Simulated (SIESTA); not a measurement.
Input and output of a self-consistent single point for Ir (Fm-3m, 1 atom in the cell) (SIESTA).

Computed with SIESTA with GGA PBE, numerical atomic orbitals DZP, PseudoDojo PBE standard norm-conserving potentials (rewritten from UPF to PSML).

```xyz
1
Lattice="0.0000 1.9705 1.9705 1.9705 0.0000 1.9705 1.9705 1.9705 0.0000" Properties=species:S:1:pos:R:3 pbc="T T T"
Ir     0.0000     0.0000     0.0000
```

Reference input (self-consistent single point, DFT, GGA PBE, numerical atomic orbitals DZP, PseudoDojo PBE standard norm-conserving potentials (rewritten from UPF to PSML)): XC.functional = GGA; XC.authors = PBE; potentials = PseudoDojo PBE standard; PAO.BasisSize = DZP; PAO.EnergyShift = 0.005 Ry; MeshCutoff = 350 Ry; kgrid.MonkhorstPack = 12 12 12; OccupationFunction = FD; ElectronicTemperature = 0.05 eV; MaxSCFIterations = 150; SCF.Mixer.Method = Pulay; SCF.Mixer.Weight = 0.1. This run's input differs from it in these lines:

```diff
@@ -26,5 +26,5 @@
 %block kgrid.MonkhorstPack
-   12   0   0  0.0
-    0  12   0  0.0
-    0   0  12  0.0
+    7   0   0  0.0
+    0   7   0  0.0
+    0   0   7  0.0
 %endblock kgrid.MonkhorstPack
```

The program printed (abridged):

```
        iscf     Eharris(eV)        E_KS(eV)     FreeEng(eV)     dDmax    Ef(eV) dHmax(eV)
   scf:    1    -3149.805082    -3131.608742    -3131.611901  2.995724 -0.624303  7.537492
   scf:    2    -3132.479747    -3132.055875    -3132.058985  0.173526 -0.975043  6.112003
   scf:    3    -3133.306096    -3132.912489    -3132.916898  0.738963 -2.395245  0.143363
   scf:    4    -3132.913453    -3132.913861    -3132.918321  0.036527 -2.297339  0.261675
   scf:    5    -3132.914637    -3132.914283    -3132.919160  0.031009 -2.311995  0.079403
   scf:    6    -3132.914513    -3132.914460    -3132.919313  0.009408 -2.338492  0.012230
   scf:    7    -3132.914439    -3132.914452    -3132.919323  0.001704 -2.336406  0.001332
   scf:    8    -3132.914453    -3132.914453    -3132.919323  0.000075 -2.336632  0.000570
SCF Convergence by DM+H criterion
max |DM_out - DM_in|         :     0.0000745473
max |H_out - H_in|      (eV) :     0.0005698013
SCF cycle converged after 8 iterations

Using DM_out to compute the final energy and forces

siesta: E_KS(eV) =            -3132.9145

siesta: E_KS - E_eggbox =     -3132.9145

siesta: Atomic forces (eV/Ang):
     1    0.000000    0.000000   -0.000000
   Tot    0.000000    0.000000   -0.000000
   Max    0.000000
   Res    0.000000    sqrt( Sum f_i^2 / 3N )
   Max    0.000000    constrained

Stress tensor Voigt[x,y,z,yz,xz,xy] (kbar):      163.44      163.44      163.44       -0.06       -0.06       -0.06
(Free)E + p*V (eV/cell)    -3134.4803
Target enthalpy (eV/cell)    -3132.9193

siesta: Program's energy decomposition (eV):
siesta: FreeEng =     -3132.919323

siesta: Stress tensor (static) (eV/Ang**3):
siesta:     0.102010   -0.000035   -0.000035
siesta:    -0.000035    0.102010   -0.000035
siesta:    -0.000035   -0.000035    0.102010

siesta: Cell volume =         15.302718 Ang**3

siesta: Pressure (static):
siesta:                Solid            Molecule  Units
siesta:          -0.00111102         -0.00111102  Ry/Bohr**3
siesta:          -0.10200958         -0.10200958  eV/Ang**3
siesta:        -163.43736286       -163.43736286  kBar
```

The run converged in 8 iterations. Against the reference run the free energy falls by 55.4 meV/atom and the pressure goes from -15.69 to -16.34 GPa.

The starting cell comes from a database of computed structures (which also holds hypothetical and non-ambient phases and stackings), without a prior relaxation at this level. Its lattice was rescaled by a random factor within 2.5 % of one. Spin polarisation is off. Values carry the incompleteness of an atom-centred basis. With a pressure of about -16 GPa the cell is away from its equilibrium volume at this level.
